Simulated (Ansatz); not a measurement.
Defect migration in anatase TiO2: interstitial Al, charge state +3. Level of theory: PBE, PAW (plane waves to 420 eV; Ansatz, a program for electronic structure).

Settings: 108 host sites, the relaxed PBE lattice, the Γ point alone, smearing 0.01 eV, spin-restricted, no image-charge correction. Static, classical nuclei. The charge state is imposed; whether it is stable for some Fermi level was not computed. Sites that were not tried may lie lower.

Barriers: single points on a 2×2×2 k-point mesh shifted by half a step at the bands' geometries.

Relaxed starting cell (atoms counted from 1):

```yaml
crystal:
  lattice:
    - [11.39627, 0.00000, 0.00000]
    - [0.00000, 11.39627, 0.00000]
    - [0.00000, 0.00000, 9.70070]
  atoms:
    - { symbol: Ti, position: [0.99889, 0.16558, 0.25458] }
    - { symbol: Ti, position: [0.99263, 0.49980, 0.25068] }
    - { symbol: Ti, position: [0.99880, 0.83400, 0.25461] }
    - { symbol: Ti, position: [0.33434, 0.16558, 0.25458] }
    - { symbol: Ti, position: [0.34047, 0.49977, 0.25064] }
    - { symbol: Ti, position: [0.33427, 0.83397, 0.25453] }
    - { symbol: Ti, position: [0.66658, 0.16592, 0.24948] }
    - { symbol: Ti, position: [0.66654, 0.49978, 0.24578] }
    - { symbol: Ti, position: [0.66653, 0.83362, 0.24951] }
    - { symbol: Ti, position: [0.99795, 0.99980, 0.99841] }
    - { symbol: Ti, position: [0.99022, 0.32155, 0.00061] }
    - { symbol: Ti, position: [0.99028, 0.67810, 0.00058] }
    - { symbol: Ti, position: [0.33509, 0.99977, 0.99845] }
    - { symbol: Ti, position: [0.34281, 0.32148, 0.00058] }
    - { symbol: Ti, position: [0.34285, 0.67801, 0.00057] }
    - { symbol: Ti, position: [0.66651, 0.99981, 0.00024] }
    - { symbol: Ti, position: [0.66652, 0.33241, 0.00110] }
    - { symbol: Ti, position: [0.66654, 0.66723, 0.00110] }
    - { symbol: O, position: [0.00214, 0.16408, 0.04318] }
    - { symbol: O, position: [0.02041, 0.49981, 0.03318] }
    - { symbol: O, position: [0.00231, 0.83550, 0.04320] }
    - { symbol: O, position: [0.33077, 0.16408, 0.04318] }
    - { symbol: O, position: [0.31266, 0.49974, 0.03319] }
    - { symbol: O, position: [0.33093, 0.83548, 0.04318] }
    - { symbol: O, position: [0.66662, 0.16687, 0.04188] }
    - { symbol: O, position: [0.66651, 0.49979, 0.04371] }
    - { symbol: O, position: [0.66635, 0.83271, 0.04187] }
    - { symbol: O, position: [0.16659, 0.17055, 0.29276] }
    - { symbol: O, position: [0.16657, 0.49978, 0.28850] }
    - { symbol: O, position: [0.16656, 0.82900, 0.29278] }
    - { symbol: O, position: [0.50026, 0.16452, 0.29383] }
    - { symbol: O, position: [0.50177, 0.49994, 0.29021] }
    - { symbol: O, position: [0.50023, 0.83489, 0.29380] }
    - { symbol: O, position: [0.83289, 0.16469, 0.29381] }
    - { symbol: O, position: [0.83134, 0.49964, 0.29018] }
    - { symbol: O, position: [0.83288, 0.83503, 0.29383] }
    - { symbol: O, position: [0.99993, 0.99980, 0.20934] }
    - { symbol: O, position: [0.99291, 0.33404, 0.20399] }
    - { symbol: O, position: [0.99276, 0.66557, 0.20401] }
    - { symbol: O, position: [0.33320, 0.99977, 0.20931] }
    - { symbol: O, position: [0.34042, 0.33400, 0.20399] }
    - { symbol: O, position: [0.34023, 0.66552, 0.20396] }
    - { symbol: O, position: [0.66657, 0.99978, 0.20587] }
    - { symbol: O, position: [0.66642, 0.33229, 0.20713] }
    - { symbol: O, position: [0.66669, 0.66730, 0.20711] }
    - { symbol: O, position: [0.00070, 0.17119, 0.45748] }
    - { symbol: O, position: [0.99830, 0.49988, 0.45120] }
    - { symbol: O, position: [0.00069, 0.82826, 0.45750] }
    - { symbol: O, position: [0.33247, 0.17127, 0.45747] }
    - { symbol: O, position: [0.33484, 0.49965, 0.45119] }
    - { symbol: O, position: [0.33245, 0.82831, 0.45746] }
    - { symbol: O, position: [0.66659, 0.16643, 0.45817] }
    - { symbol: O, position: [0.66657, 0.49980, 0.45790] }
    - { symbol: O, position: [0.66655, 0.83305, 0.45816] }
    - { symbol: Ti, position: [0.16656, 0.99978, 0.75474] }
    - { symbol: Ti, position: [0.16659, 0.32599, 0.74688] }
    - { symbol: Ti, position: [0.16659, 0.67360, 0.74685] }
    - { symbol: Ti, position: [0.50102, 0.99977, 0.74954] }
    - { symbol: Ti, position: [0.50038, 0.33232, 0.74658] }
    - { symbol: Ti, position: [0.50041, 0.66726, 0.74659] }
    - { symbol: Ti, position: [0.83204, 0.99974, 0.74955] }
    - { symbol: Ti, position: [0.83275, 0.33225, 0.74660] }
    - { symbol: Ti, position: [0.83277, 0.66721, 0.74661] }
    - { symbol: Ti, position: [0.16658, 0.16306, 0.49776] }
    - { symbol: Ti, position: [0.16658, 0.49976, 0.48043] }
    - { symbol: Ti, position: [0.16655, 0.83650, 0.49772] }
    - { symbol: Ti, position: [0.50163, 0.16542, 0.50049] }
    - { symbol: Ti, position: [0.50272, 0.49977, 0.50179] }
    - { symbol: Ti, position: [0.50156, 0.83411, 0.50046] }
    - { symbol: Ti, position: [0.83150, 0.16542, 0.50046] }
    - { symbol: Ti, position: [0.83037, 0.49976, 0.50179] }
    - { symbol: Ti, position: [0.83147, 0.83409, 0.50048] }
    - { symbol: O, position: [0.16660, 0.99977, 0.53299] }
    - { symbol: O, position: [0.16651, 0.34390, 0.55224] }
    - { symbol: O, position: [0.16671, 0.65562, 0.55223] }
    - { symbol: O, position: [0.49648, 0.99976, 0.54167] }
    - { symbol: O, position: [0.50001, 0.33346, 0.54340] }
    - { symbol: O, position: [0.49985, 0.66605, 0.54343] }
    - { symbol: O, position: [0.83669, 0.99975, 0.54168] }
    - { symbol: O, position: [0.83331, 0.33346, 0.54341] }
    - { symbol: O, position: [0.83327, 0.66606, 0.54341] }
    - { symbol: O, position: [0.99946, 0.99985, 0.79293] }
    - { symbol: O, position: [0.99934, 0.32272, 0.79500] }
    - { symbol: O, position: [0.99936, 0.67673, 0.79499] }
    - { symbol: O, position: [0.33357, 0.99965, 0.79292] }
    - { symbol: O, position: [0.33370, 0.32278, 0.79498] }
    - { symbol: O, position: [0.33372, 0.67680, 0.79500] }
    - { symbol: O, position: [0.66652, 0.99975, 0.79351] }
    - { symbol: O, position: [0.66652, 0.33216, 0.79334] }
    - { symbol: O, position: [0.66653, 0.66738, 0.79334] }
    - { symbol: O, position: [0.16663, 0.16307, 0.70219] }
    - { symbol: O, position: [0.16654, 0.49976, 0.76578] }
    - { symbol: O, position: [0.16641, 0.83644, 0.70219] }
    - { symbol: O, position: [0.50260, 0.16573, 0.70640] }
    - { symbol: O, position: [0.49625, 0.49976, 0.70690] }
    - { symbol: O, position: [0.50274, 0.83378, 0.70639] }
    - { symbol: O, position: [0.83024, 0.16573, 0.70640] }
    - { symbol: O, position: [0.83671, 0.49975, 0.70691] }
    - { symbol: O, position: [0.83033, 0.83378, 0.70641] }
    - { symbol: O, position: [0.16653, 0.99980, 0.95477] }
    - { symbol: O, position: [0.16653, 0.33820, 0.96276] }
    - { symbol: O, position: [0.16655, 0.66134, 0.96274] }
    - { symbol: O, position: [0.49946, 0.99991, 0.95777] }
    - { symbol: O, position: [0.50068, 0.33801, 0.95889] }
    - { symbol: O, position: [0.50068, 0.66144, 0.95894] }
    - { symbol: O, position: [0.83358, 0.99965, 0.95780] }
    - { symbol: O, position: [0.83238, 0.33815, 0.95894] }
    - { symbol: O, position: [0.83239, 0.66160, 0.95893] }
    - { symbol: Al, position: [0.16653, 0.49978, 0.95731] }
```
Cell charge +3.

End state 1 differs by these moves (Å; atoms that move under 0.08 Å are left out):

```csv
atom,element,Δx,Δy,Δz
11,Ti,0.11,0.14,0.00
12,Ti,0.11,-0.15,0.00
14,Ti,0.03,-0.01,0.10
15,Ti,0.04,0.01,0.10
20,O,-0.33,0.00,0.11
22,O,-0.12,0.00,-0.01
23,O,0.27,0.00,0.03
24,O,-0.11,0.00,-0.01
38,O,0.11,-0.01,0.02
39,O,0.11,0.01,0.01
49,O,0.01,-0.08,-0.01
51,O,0.01,0.08,-0.01
56,Ti,-0.14,-0.07,-0.08
57,Ti,-0.14,0.07,-0.08
65,Ti,-0.02,0.00,0.15
73,O,-0.06,0.00,0.08
74,O,-0.05,-0.13,-0.10
75,O,-0.05,0.13,-0.10
86,O,-0.01,0.45,0.07
87,O,-0.01,-0.45,0.07
91,O,0.14,0.01,0.06
92,O,-0.03,0.00,-0.51
93,O,0.15,-0.01,0.05
94,O,-0.10,0.03,0.03
95,O,0.14,0.00,-0.01
96,O,-0.11,-0.03,0.03
101,O,0.01,0.28,-0.15
102,O,0.00,-0.28,-0.15
104,O,0.01,-0.19,0.01
105,O,0.01,0.19,0.01
109,Al,0.95,0.00,-0.80
```

Give the forward and backward barriers to end state 1 at the level PBE, PAW.

forward 1.03 eV, backward 0.17 eV; at the saddle point atom 109 has neighbours O at 1.80, 3 O at 1.82 Å. The saddle point's order was not checked, and it lies on a symmetry element of the cell, where a band can be held.

End state 2 differs by these moves (Å; atoms that move under 0.08 Å are left out):

```csv
atom,element,Δx,Δy,Δz
20,O,-0.18,0.00,0.04
23,O,0.18,0.00,0.04
29,O,0.00,0.00,-0.53
47,O,0.14,0.00,-0.03
50,O,-0.14,0.00,-0.03
53,O,0.00,0.00,0.09
65,Ti,0.00,0.00,0.38
73,O,0.00,0.00,0.09
74,O,0.00,-0.14,-0.03
75,O,0.00,0.14,-0.03
92,O,0.00,0.00,-0.53
101,O,0.00,0.18,0.04
102,O,0.00,-0.18,0.04
109,Al,0.00,0.00,0.83
```

Give the forward and backward barriers to end state 2 at the level PBE, PAW.

forward 0.43 eV, backward 0.43 eV; at the saddle point atom 109 has neighbours 4 O at 1.78 Å. The saddle point's order was not checked, and it lies on a symmetry element of the cell, where a band can be held.
